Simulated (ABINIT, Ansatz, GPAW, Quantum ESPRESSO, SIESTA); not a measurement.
One structure in several programs: ScIn3 (Pm-3m, 4 atoms in the cell)

Self-consistent single point.

```
CELL_PARAMETERS angstrom
      4.49569     0.00000     0.00000
      0.00000     4.49569     0.00000
      0.00000     0.00000     4.49569
ATOMIC_POSITIONS crystal
  Sc 0.00000 0.00000 0.00000
  In 0.00000 0.50000 0.50000
  In 0.50000 0.00000 0.50000
  In 0.50000 0.50000 0.00000
```

Shared settings, as Ansatz (an electronic-structure program) writes them: kpoints.mp_grid.grid = 4 4 4; scf.occupations.method = fermi_dirac; scf.occupations.width = 0.0073 Ry. Potentials and cutoffs stand in the table.

```csv
code,model,pressure (GPa),cutoff
ABINIT,"PBEsol, norm-conserving pseudopotentials (PseudoDojo nc-sr-04 PBEsol standard)",-1.15,1061 eV
Quantum ESPRESSO,"PBEsol, PseudoDojo standard norm-conserving (PBESOL) pseudopotentials",-1.15,80 Ry
GPAW,"PBEsol, GPAW PAW datasets PBEsol (made by gpaw-setup)",-1.56,800 eV
SIESTA,"GGA PBEsol, numerical atomic orbitals TZP, PseudoDojo PBEsol standard norm-conserving potentials (rewritten from UPF to PSML)",-1.46,grid 300 Ry
Ansatz,"PBEsol, PAW files made with PBE",-1.24,default
```

The spread over the programs that give each value: pressure within 0.41 GPa.

SIESTA uses small atom-centred bases, whose incompleteness enters pressures, forces and empty levels differently from a plane-wave cutoff. Ansatz's pressure is given at a fixed set of plane waves, as the other plane-wave codes print theirs.

On the base mesh (6 6 6) the same programs gave: Ansatz pressure -1.72 GPa; Quantum ESPRESSO pressure -1.63 GPa; ABINIT pressure -1.63 GPa; GPAW pressure -2.04 GPa; SIESTA pressure -1.96 GPa.

The values differ from the base mesh's, so the mesh still matters here: the table compares the programs at equal settings.

The starting cell comes from a database of computed structures (which also holds hypothetical and non-ambient phases and stackings), without a prior relaxation at this level.

Left out of this page: CP2K (on another mesh); Elk (not drawn, or without a comparable value).

Keys are those of Ansatz 0.2.
